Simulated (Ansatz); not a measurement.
SnO: thickness series

Take SnO in the litharge type structure (space group P4/nmm, No. 129; a = 3.7927 Å, c = 4.7644 Å; layered, stacked along the Cartesian z axis) as the base.

Free-standing slabs (4 atom(s) a layer) normal to the stacking axis with 15 Å of vacuum; in-plane cell relaxed.

Calculations: r2SCAN+rVV10 in Ansatz (plane waves to 500 eV, PAW, spin-orbit coupling left out), earlier PAW set.

Notes on the quantities. excess energy per area of both faces: slab less bulk energy over the cell's area: twice a surface energy; uncertain by up to 0.1 J/m².

```csv
variant,gap character,excess energy per area of both faces,band gap,thickness between the outermost nuclei
base,–,–,zero,–
1 layer,"indirect, k = (0.222, 0.222, 0) in the run's primitive reciprocal basis → M–Γ (27 % along)",0.50 J/m²,3.42 eV,2.35 Å
2 layers,…,0.5 J/m²,…,…
3 layers,"indirect, Γ → M",0.5 J/m²,0.54 eV,11.91 Å
```

**Question.** Complete the table.

**Answer.** 
- 2 layers, gap character: indirect, k = (0, 0.111, 0) in the run's primitive reciprocal basis → M
- 2 layers, band gap: 1.14 eV
- 2 layers, thickness between the outermost nuclei: 7.13 Å

Slab and bulk use different k-meshes, which limits the precision of the excess energy. Whether these cells are dynamically stable was not tested. All final runs are without spin polarisation. The zero or small gap of SnO can change with the level of theory.

Ansatz is an electronic-structure program.
